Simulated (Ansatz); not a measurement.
L1₀ (CuAu-type) CuAu, treated with HSE06 (Ansatz, an electronic-structure program, PAW).

Numerical settings: plane-wave cutoff 500 eV, 10×10×8 k mesh (along the axes of the cell as run), Fermi–Dirac smearing 0.1 eV, no spin polarisation, scalar-relativistic PAW data made under PBE.

Computed at the level's own relaxed cell.

Question: Predict the volume per atom, equilibrium lattice constant a and lattice parameter c.

Answer: 
* **volume per atom**: 14.81 Å³/atom
* **equilibrium lattice constant a**: 2.896 Å
* **lattice parameter c**: 3.533 Å

Measured, for comparison: lattice constant a 2.8 Å (temperature not stated, no zero-point or thermal correction; as tabulated in Nepal et al. (2019), arXiv:1905.09348); lattice parameter c 3.67 Å (temperature not stated, no zero-point or thermal correction; as tabulated in Mehl et al. (2016), arXiv:1607.02532). Computed (rounded) less measured: lattice constant a +3.4 %, lattice parameter c -3.7 %.

Note: exact exchange on metals is sensitive to the k mesh and can open a false gap; the run warned that the count of filled bands differs between k points.

Spin–orbit coupling is not included; it can shift volumes and moduli of such heavy elements.

Computed values are for the static lattice.
